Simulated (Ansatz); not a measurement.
Start from K in the bcc (W type) structure (space group Im-3m, No. 229; a = 5.344 Å).

Calculations: DFT with r2SCAN, PAW potentials and a 500 eV plane-wave cutoff in Ansatz (a quantum-chemistry and plane-wave program), no SOC.

For the base:

* **Lattice parameter a**: 5.344 Å

The change: cell and atoms relaxed at a pressure of 0.7 GPa.

Task: What does the calculation give for the lattice parameter a after the change?

Result: The lattice parameter a drops by 0.261 Å to 5.083 Å.

Load acts through the strain it causes; cell and atoms are relaxed under it. Whether these cells are dynamically stable was not tested.
